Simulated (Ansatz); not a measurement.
Input:

```
CELL_PARAMETERS angstrom
      5.75530     0.00000     0.00000
     -2.87765     4.98424     0.00000
      0.00000     0.00000     4.58524
ATOMIC_POSITIONS crystal
  Ti 0.83025 0.66050 0.25000
  Ti 0.16975 0.83025 0.75000
  Ti 0.33950 0.16975 0.25000
  Ti 0.16975 0.33950 0.75000
  Ti 0.83025 0.16975 0.25000
  Ti 0.66050 0.83025 0.75000
  Al 0.33333 0.66667 0.25000
  Al 0.66667 0.33333 0.75000
```

No spin polarisation.

All numbers come from Kohn–Sham DFT with the PBE functional, run in Ansatz (a first-principles code) with PAW and 420 eV plane waves, no spin-orbit coupling, earlier PAW set. Γ-centred 10×10×10 mesh, Fermi–Dirac width 0.05 eV.

Predict the pressure, band gap and space group.


- Pressure (mean of the normal stresses, compression positive) = 1.9 GPa
- Band gap = zero
- Space group = P6_3/mmc (No. 194)

The cells carry an imposed strain or load. No phonon test of stability was made. All final runs are without spin polarisation. The cell was made from Ti$_{3}$Al (space group P6_3/mmc, No. 194) by this change: uniaxial strain ε_zz = −1.49 %.
